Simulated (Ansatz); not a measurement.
Start from BeS in the zinc blende structure (space group F-43m, No. 216; a = 4.838 Å).

Computed with DFT with PBEsol, PAW potentials and a 420 eV plane-wave cutoff in Ansatz (a first-principles code), without spin-orbit coupling.

Before the change:

| Item | Result |
|---|---|
| Band gap | 2.91 eV |
| Electron mass | 0.80 mₑ along k, 0.28 mₑ across (at X) |
| Volume per atom | 14.15 Å³ |

Now apply this change: cell and atoms relaxed at a pressure of 9 GPa.

What happens to the band gap?

The band gap falls by 0.20 eV (2.91 eV → 2.71 eV).

Estimate the effect on the electron mass.

The electron mass becomes 0.82 mₑ along k, 0.27 mₑ across (at X) (base: 0.80 mₑ along k, 0.28 mₑ across (at X)).

How does this affect the volume per atom?

The volume per atom drops by 1.08 Å³, from 14.15 Å³ to 13.07 Å³.

Load acts through the strain it causes; cell and atoms are relaxed under it. Masses are band curvatures over ±0.01 Å⁻¹ around the edge. Along k means along the line from Γ to the band edge. No phonon test of stability was made. Competing high-pressure phases were not computed.
